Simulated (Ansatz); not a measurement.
Ansatz (an electronic-structure program) run on AgCl (Fm-3m, 2 atoms in the cell): self-consistent single point

Method of the run: PBE (plane waves, PAW; Ansatz).

This input was run:

Ansatz 0.2 input:
```yaml
# AgCl
crystal:
  lattice:
    - [0.000000, 2.775000, 2.775000]
    - [2.775000, 0.000000, 2.775000]
    - [2.775000, 2.775000, 0.000000]
  atoms:
    - { symbol: Ag, position: [0.000000, 0.000000, 0.000000] }
    - { symbol: Cl, position: [0.500000, 0.500000, 0.500000] }
kpoints:
  mp_grid:
    grid: [8, 8, 8]
hamiltonian:
  xc: pbe
  pseudopotentials:
    kind: paw
scf:
  occupations:
    method: fermi_dirac
    width: 0.01
output:
  forces: true
  eigenvalues: true
  stress: true
```

Output, abridged:

```
WARN basis.ecutwfc = 420 eV, the default
WARN ansatz: RAYON_NUM_THREADS=1 ignored (pool sized by the plan → 1); use --threads N
Pseudopotentials: kind: paw
Pseudopotential: Ag, paw, valence charge 19
Pseudopotential: Cl, paw, valence charge 7
Crystal: 2 atoms, lattice volume = 42.738 Å³
Basis set: ecut = 420 eV, 869 PW (Γ), exchange–correlation on 54×54×54 points (8 copies of the dense FFT grid, shifted against one another)
Bands: 17, of which v1, the nominal top of the filled ones, is band 13 counted from 1 (12 counted from 0)
Symmetry: 48 space group operations
Space group: Fm-3m (ITA 225), of the structure as read, at distance tolerance 3.5e-5 Å
k-points: 29 of 512
Initial density: superposition of atomic densities (neutral atoms: chi_scale 0, normalization atom), corrected by the library's trained network
Initial wavefunctions: pseudopotential atomic-orbital guess
Eigensolver: davidson
Functional: x = pbe(κ = 0.804, μ = 0.2195149727645171), c = pbe(β = 0.06672455060314922)
SCF iter   1: F=—  HF=-8670.891250 eV  |F-HF|=—  |Δ(HF+E_count)|=         —  Δρ=5.54e-4  dr2=7.82e-5  ethr=1.77e-3  ⟨swp⟩=5.4  Hψ=2389  notcnv=0
all-band conjugate gradients solve this SCF's bands
preconditioner: auto → none
SCF iter   2: F=—  HF=-8670.891992 eV  |F-HF|=—  |Δ(HF+E_count)|=   7.42e-4  Δρ=2.21e-4  dr2=1.26e-5  ethr=3.01e-7  ⟨swp⟩=3.1  Hψ=1375  notcnv=0
SCF iter   3: F=—  HF=-8670.892003 eV  |F-HF|=—  |Δ(HF+E_count)|=   1.15e-5  Δρ=1.19e-4  dr2=2.34e-6  ethr=4.85e-8  ⟨swp⟩=2.0  Hψ=742  notcnv=0
SCF iter   4: F=—  HF=-8670.892009 eV  |F-HF|=—  |Δ(HF+E_count)|=   5.98e-6  Δρ=3.63e-5  dr2=2.12e-7  ethr=8.99e-9  ⟨swp⟩=2.0  Hψ=731  notcnv=0
iter 5 did not close the SCF: its close was put off for the readings that it lacked (scf_convergence_deferred on its scf_iter line)
SCF iter   5: F=-8670.892010 eV  HF=-8670.892010 eV  |F-HF|=4.01e-8  |Δ(HF+E_count)|=   8.96e-7  Δρ=6.52e-6  dr2=6.87e-9  ethr=8.14e-10  ⟨swp⟩=2.0  Hψ=753  notcnv=0
SCF iter   6: F=-8670.892010 eV  HF=-8670.892010 eV  |F-HF|=3.65e-9  |Δ(HF+E_count)|=   4.54e-8  Δρ=3.90e-6  dr2=5.39e-9  ethr=2.64e-11  ⟨swp⟩=2.0  Hψ=1654  notcnv=0
SCF 1 converged in 6 iterations: F = -8670.892010 eV  dr2 = 5.39e-9
SCF converged after 6 iterations
Free energy (F): -8670.892010 eV
Harris-Foulkes:  -8670.892010 eV  (|F-HF|=3.65e-9)
Internal energy: -8670.892010 eV  (E = F + TS)
E sigma→0 (E₀):  -8670.892010 eV
Fermi energy:    8.536031 eV
--- Per-component energies (eV) ---
  E_band       = -359.124418
  E_kinetic    = 689.358709
  E_local      = -3213.643900  (includes V_loc(G=0)·N_el)
  E_nonlocal   = 112.625203
  E_hartree    = 1410.302667
  E_xc         = -290.070176
  E_vxc        = -354.293285  (∫ρ·V_xc dr)
  E_paw        = -4564.837053  (= ΣΔE_a)
  E_vpaw       = -413.781900  (= ΣTr[D̂ρ^β])
  E_aug_tail   = 0.000409  (compensation charges beyond the density's cutoff)
  E_ewald      = -2814.627868
  E_smearing   = -0.000000  (= −TS)
  E_closure    = 0.000000  (closes the sum)
  Σ components = -8670.892010   (vs F -8670.892010, Δ=0.00e0)
--- Forces (eV/Å), atoms counted from 1 ---
  atom   1  Ag    -0.00000000     0.00000000     0.00000000
  atom   2  Cl     0.00000000     0.00000000    -0.00000000
  max |Σ_I F_I| component: 5.92e-30 eV/Å
--- Stress (GPa, compression-positive) ---
        1.512677       0.000000       0.000000
       -0.000000       1.512677      -0.000000
       -0.000000      -0.000000       1.512677
  P = ⅓ Tr σ = 1.5127 GPa (15.127 kbar)
  The stress holds the Pulay correction. Without it, at fixed plane waves, as pw.x and ABINIT print it: P = 1.4754 GPa
--- Band table (eV; the first three rows and the last of 29) ---
  k-point 0: bands = ["-81.6230", "-45.1594", "-45.1594", "-45.1594", "-7.0636", "5.6359", "5.6359", "5.6359", "5.6764", "5.6764", "5.7594", "5.7594", "5.7594", "8.9812", "18.7675", "18.7675", "18.7675"]
  k-point 1: bands = ["-81.6230", "-45.1598", "-45.1594", "-45.1594", "-7.0037", "4.9321", "4.9891", "4.9891", "5.6900", "5.6900", "5.9225", "6.5143", "6.5143", "9.6917", "17.4801", "18.4676", "18.4676"]
  k-point 2: bands = ["-81.6229", "-45.1608", "-45.1596", "-45.1596", "-6.8531", "3.9072", "4.4169", "4.4169", "5.8149", "5.8149", "6.0722", "7.2720", "7.2720", "11.0062", "15.8531", "17.1909", "17.1909"]
  k-point 28: bands = ["-81.6228", "-45.1612", "-45.1612", "-45.1605", "-6.5748", "3.8857", "4.0982", "4.0982", "6.0864", "6.0864", "6.1166", "6.1191", "6.8961", "12.2593", "15.9336", "15.9336", "16.0532"]
```

The run converged in 6 iterations.

The starting cell has typed, rounded lattice constants, without a prior relaxation at this level. Ansatz's pressure includes its estimate of the finite-basis (Pulay) stress.
